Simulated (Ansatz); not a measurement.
A self-consistent single point of BaTiO₃ (P1, 5 atoms in the cell) with Ansatz (a quantum-chemistry and plane-wave program).

Computed with PBE0 (plane waves, PAW; Ansatz).

```yaml
crystal:
  lattice:
    - [3.99038, 0.00000, 0.00000]
    - [0.00000, 3.99038, 0.00000]
    - [0.00000, 0.00000, 4.10266]
  atoms:
    - { symbol: Ba, position: [0.49484, 0.50327, 0.58275] }
    - { symbol: Ti, position: [0.99360, 0.99861, 0.11232] }
    - { symbol: O, position: [0.99317, 0.49730, 0.06361] }
    - { symbol: O, position: [0.52780, 0.00701, 0.05658] }
    - { symbol: O, position: [0.99059, 0.99381, 0.54473] }
```

Reference input (self-consistent single point, DFT, PBE0, plane waves, default PAW files made with PBE): basis.ecutwfc = 30.9 Ry; kpoints.mp_grid.grid = 4 4 4; hamiltonian.xc = pbe0; hamiltonian.pseudopotentials = {kind: paw} (the program's default PAW files); scf.occupations.method = fixed. This run's input differs from it in these lines:

```diff
@@ -24,2 +24,3 @@
     method: fixed
+  algorithm: direct_min
 output:
```

Output, abridged:

```
Error: scf.algorithm: direct_min / scf.convergence.dm_fallback with hamiltonian.xc: <hybrid> without scf.eigensolver.kind.support_functions — direct minimisation on plane waves has no term of exact exchange; use an LDA or a GGA, or take scf.algorithm: direct_min and scf.convergence.dm_fallback out of the deck
```

The program stopped before any SCF iteration. 

The starting cell comes from a database of computed structures (which also holds hypothetical and non-ambient phases and stackings), without a prior relaxation at this level. Its atoms were displaced at random from the sites of space group no. 99.

Keys are those of Ansatz 0.2.
